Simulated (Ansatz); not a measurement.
Base system: CdS in the zinc blende structure (space group F-43m, No. 216; a = 5.879 Å).

One thing is altered: every lattice vector is shortened by 2.50 %, atoms relaxed at fixed cell.

Levels (all Ansatz, a program for electronic structure, PAW, earlier PAW set): r2SCAN (500 eV, without spin-orbit coupling); HSE06 (420 eV, no spin-orbit coupling); HSE06+SOC (420 eV, with spin-orbit coupling).

One geometry, relaxed with r2SCAN, under each level:

The valence-band top lists the three highest levels at Γ (Kramers pairs under SOC), from the VBM.

| level | band gap | lowest conduction level above the VBM at special points | valence-band top at Γ |
|---|---|---|---|
| r2SCAN | 1.71 eV | Γ 1.71 eV; L 3.55 eV; X 3.76 eV | 0.00, 0.00, 0.00 eV |
| HSE06 | ? | ? | – |
| HSE06+SOC | ? | ? | ? |

**Question.** Give the withheld HSE06 and HSE06+SOC results.

**Answer.** 
- HSE06, band gap: 2.29 eV
- HSE06, lowest conduction level above the VBM at special points: Γ 2.29 eV; L 4.19 eV; X 4.37 eV
- HSE06+SOC, band gap: 2.27 eV
- HSE06+SOC, lowest conduction level above the VBM at special points: Γ 2.27 eV; L 4.17 eV; X 4.34 eV
- HSE06+SOC, valence-band top at Γ: 0.00, 0.00, -0.06 eV

Single points use the geometry relaxed with r2SCAN. Differences between runs with and without spin-orbit coupling are approximate. The cells carry an imposed strain or load. Whether these cells are dynamically stable was not tested.
